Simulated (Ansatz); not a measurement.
Take CuI in the zinc blende structure (space group F-43m, No. 216; a = 5.9393 Å) as the base.

Now apply this change: a hydrostatic pressure of 22.5 GPa.

Levels (all Ansatz, a quantum-chemistry and plane-wave program, PAW): PBEsol (420 eV, scalar-relativistic without spin-orbit coupling); r2SCAN (500 eV, spin-orbit coupling left out); HSE06 (420 eV, without spin-orbit coupling).

One geometry, relaxed with PBEsol, under each level:

Notes on the quantities. hole mass: degenerate bands, along [100].

```csv
level,band gap,lowest conduction level above the VBM at special points,hole mass,pressure
PBEsol,1.88 eV,X 1.88 eV; Γ 1.99 eV; L 2.29 eV; U 2.49 eV,"0.21, 0.39, 0.39 mₑ (at Γ)",225.0 kbar
r2SCAN,?,?,?,?
HSE06,2.93 eV,X 2.93 eV; Γ 3.44 eV; L 3.63 eV,–,–
```

Question: Give the withheld r2SCAN results.

Answer: 
- r2SCAN, band gap: 2.24 eV
- r2SCAN, lowest conduction level above the VBM at special points: X 2.24 eV; Γ 2.71 eV; L 2.79 eV; U 2.86 eV
- r2SCAN, hole mass: 0.26, 0.39, 0.39 mₑ (at Γ)
- r2SCAN, pressure: 259.2 kbar

Single points use the geometry relaxed with PBEsol. Their cutoffs differ, which shifts pressures a little. HSE06 was sampled on its mesh, a few special points and the semilocal edge points, so its gap is an upper bound. Spin-orbit coupling, missing from the scalar runs, can matter with I. Load acts through the strain it causes; cell and atoms are relaxed under it. Effective masses come from finite differences of ±0.01 Å⁻¹. Stability against distortions was not tested. Tetrahedral semiconductors of this kind turn to denser phases somewhere between about 1 and 50 GPa; those were not computed, so compressed cells here can lie past the real transition. The final runs are not spin-polarised.
